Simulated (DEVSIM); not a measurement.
Device: Al/SiO2/n-Si capacitor, at 300 K.

```
layer (left to right)  material  thickness (nm)  Nd (cm⁻³)
---------------------  --------  --------------  ---------
1                          SiO2            1.00          -
2                            Si            1000     3.3e17
```

Metal gate on the left, work function 4.1 eV. Fixed charge at the semiconductor interface -7.8e11 cm⁻² (in units of +e); no interface traps.

This is a model device: material constants are rounded textbook-type values typed into the input, and sizes, dopings and lifetimes were drawn at random. Values at 300 K.

```
parameter      SiO2       Si
-------------  ----  -------
gap (eV)          9    1.124
affinity (eV)   0.9     4.05
permittivity    3.9     11.7
Nc (cm⁻³)         -  2.86e19
Nv (cm⁻³)         -   3.1e19
```

DEVSIM, 1D Poisson equation in equilibrium, Boltzmann statistics, complete ionisation; no quantum confinement or tunnelling. Metal contacts follow the ideal Schottky-Mott rule: no Fermi-level pinning, no interface dipoles.

Q: Tabulate band edges, carrier densities and field at -0.6 V on the gate.

A: Energies count from the Fermi level of the right contact; mesh points crowd at the junctions.

| x (μm) | Ec (eV) | Ev (eV) | n (cm⁻³) | p (cm⁻³) | field (V/cm) |
|---|---|---|---|---|---|
| 0.000 | 3.800 | -5.200 | < 1e2 | < 1e2 | -300000 |
| 0.0004713 | 3.786 | -5.214 | < 1e2 | < 1e2 | -300000 |
| 0.0008966 | 3.773 | -5.227 | < 1e2 | < 1e2 | -300000 |
| 0.001704 | 0.605 | -0.519 | 2.0e9 | 5.8e10 | -220000 |
| 0.003901 | 0.558 | -0.566 | 1.2e10 | 9.7e9 | -210000 |
| 0.007060 | 0.495 | -0.628 | 1.4e11 | 8.6e8 | -190000 |
| 0.01311 | 0.390 | -0.734 | 8.1e12 | 1.4e7 | -160000 |
| 0.02874 | 0.203 | -0.921 | 1.1e16 | 10000 | -80000 |
| 0.05120 | 0.122 | -1.002 | 2.6e17 | 450 | -8500 |
| 0.09111 | 0.115 | -1.009 | 3.3e17 | 350 | -35 |
| 0.1676 | 0.115 | -1.009 | 3.3e17 | 350 | ≈ 0 |
| 0.3650 | 0.115 | -1.009 | 3.3e17 | 350 | ≈ 0 |
| 0.6067 | 0.115 | -1.009 | 3.3e17 | 350 | ≈ 0 |
| 0.7796 | 0.115 | -1.009 | 3.3e17 | 350 | ≈ 0 |
| 0.8999 | 0.115 | -1.009 | 3.3e17 | 350 | ≈ 0 |
| 0.9465 | 0.115 | -1.009 | 3.3e17 | 350 | ≈ 0 |
| 0.9709 | 0.115 | -1.009 | 3.3e17 | 350 | ≈ 0 |
| 0.9846 | 0.115 | -1.009 | 3.3e17 | 350 | ≈ 0 |
| 0.9941 | 0.115 | -1.009 | 3.3e17 | 350 | ≈ 0 |
| 0.9978 | 0.115 | -1.009 | 3.3e17 | 350 | ≈ 0 |
| 0.9997 | 0.115 | -1.009 | 3.3e17 | 350 | ≈ 0 |
| 1.001 | 0.115 | -1.009 | 3.3e17 | 350 | ≈ 0 |
